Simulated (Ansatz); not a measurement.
Start from SnSe2 in the CdI2 type structure (space group P-3m1, No. 164; a = 3.840 Å, c = 6.006 Å; layered, stacked along the Cartesian z axis).

Level of theory: DFT with PBE-D3(BJ), PAW potentials and a 420 eV plane-wave cutoff in Ansatz (a quantum-chemistry and plane-wave program), no spin-orbit coupling.

Carriers are added at fixed cell with a uniform background; the Fermi–Dirac width is that of 300 K.

One change was made to it. Results:

```json
[
 {"quantity": "gap between the host's bands", "base": "0.36 eV", "after": "zero"},
 {"quantity": "largest internal atomic displacement", "base": "–", "after": "0.097 Å"}
]
```

### Question
Name the change that was made.
(A) electrons 1.0×10^22 cm⁻³
(B) holes 5.0×10^21 cm⁻³
(C) holes 7.0×10^21 cm⁻³

### Answer
A, electrons 1.0×10^22 cm⁻³. For comparison, the gap between the host's bands in the other runs: holes 7.0×10^21 cm⁻³ gives 0.39 eV; holes 5.0×10^21 cm⁻³ gives 0.39 eV.

Carriers are added with a uniform compensating background; total energy and stress of such cells depend on the potential's zero and are not compared; many-body gap narrowing is missing at this level. Whether these cells are dynamically stable was not tested. All final runs are without spin polarisation.
